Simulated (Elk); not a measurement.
Input and output of a self-consistent single point for P (Cmce, 4 atoms in the cell) (Elk).

Method of the run: PBE, all-electron FP-LAPW, Elk's shipped species files, default APW+lo basis run with Elk 10.2.4.

```
P
1.0
    1.65384    -5.48526     0.00000
    1.65384     5.48526     0.00000
    0.00000     0.00000     4.56045
P
4
Direct
  0.40414   0.59586   0.91118
  0.59586   0.40414   0.08882
  0.09586   0.90414   0.41118
  0.90414   0.09586   0.58882
```

Reference input (self-consistent single point, DFT, PBE, all-electron FP-LAPW, Elk's shipped species files, default APW+lo basis): xctype = 20; stype = 1; swidth = 0.00183747 Ha; ngridk = 5 5 4; maxscl = 100. This run's input differs from it in these lines:

```diff
@@ -5,2 +5,5 @@
   20
+
+rgkmax
+  8.57
```

Output (repeated stretches shortened):

```
│ Self-consistent loop started │
│ Loop number : 1 │
 total energy                :     -1374.73294792
│ Loop number : 2 │
 total energy                :     -1374.67148661
RMS change in Kohn-Sham potential (target) :   0.5363571292     (  0.1000000000E-05)
Absolute change in total energy (target)   :   0.6146131438E-01 (  0.1000000000E-03)
│ Loop number : 3 │
 total energy                :     -1371.73035160
RMS change in Kohn-Sham potential (target) :   0.2810345428     (  0.1000000000E-05)
Absolute change in total energy (target)   :    2.956500337     (  0.1000000000E-03)
│ Loop number : 4 │
   [... lines left out ...]
Absolute change in total energy (target)   :   0.1321212934E-02 (  0.1000000000E-03)
│ Loop number : 12 │
 total energy                :     -1368.55979169
RMS change in Kohn-Sham potential (target) :   0.4105537172E-06 (  0.1000000000E-05)
Absolute change in total energy (target)   :   0.3210708626E-03 (  0.1000000000E-03)
│ Loop number : 13 │
 total energy                :     -1368.55979336
RMS change in Kohn-Sham potential (target) :   0.1359707221E-06 (  0.1000000000E-05)
Absolute change in total energy (target)   :   0.7859209722E-04 (  0.1000000000E-03)
Convergence targets achieved

│ Loop number : 14 │

Energies :
 Fermi                       :     0.215654137230
 total energy                :     -1368.55979506

Density of states at Fermi energy :    4.783622749
 (states/Hartree/unit cell)

Estimated indirect band gap :   0.1596454815E-01
 from k-point      9 to k-point      9
Estimated direct band gap   :   0.1596454815E-01
 at k-point      9

Charges :
 core                        :    40.00000000
 valence                     :    20.00000000
 interstitial                :    8.136311825
 muffin-tins (core leakage)
  species :    1 (P)
   atom    1                 :    12.96592204     (  0.6757227566E-03)
   atom    2                 :    12.96592204     (  0.6757227566E-03)
   atom    3                 :    12.96592204     (  0.6757227566E-03)
   atom    4                 :    12.96592204     (  0.6757227566E-03)
 total in muffin-tins        :    51.86368817
 total calculated charge     :    59.98269115
 total charge                :    60.00000000
 error                       :   0.1730885282E-01

│ Self-consistent loop stopped │
```

The run converged in 14 iterations. The count includes the last loop, which Elk runs after its targets are met. Against the reference run the total energy drops by 3.4 meV/atom and the gap on the mesh stays at 0.434 eV.

The starting cell comes from a database of computed structures (which also holds hypothetical and non-ambient phases and stackings), without a prior relaxation at this level. Its lattice was rescaled by a random factor within 2.5 % of one. Values depend on the basis (sphere radii, cutoffs, local orbitals), which need not be converged.

Cost on one core of a shared machine: roughly 50 s.
